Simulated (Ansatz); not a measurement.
Hypothetical zinc blende KI: element substitutions

Start from KI in the zinc blende structure (space group F-43m, No. 216; a = 7.9910 Å; a hypothetical phase, not in the database extracts checked).

Each row replaces one element on all its sites; cell and atoms are relaxed.

The values are results of PBE (Ansatz, an electronic-structure program), no SOC, not measurements.

```tsv
case	band gap	shortest interatomic distance
base	3.90 eV	3.460 Å
I → C	zero	2.854 Å
K → Sc	zero	2.856 Å
K → Cs	3.72 eV	3.786 Å
I → F	5.06 eV	2.577 Å
```

Other magnetic orders, which the real material may have, were not ruled out. Spin-orbit coupling, missing from the scalar runs, can matter with I. No phonon test of stability was made. As relaxed here, KC, ScI, CsI and KF are hypothetical phases, not in the database extracts checked. Spin-polarised in the final run: ScI; the other runs are not. An odd electron count without spin: KC.
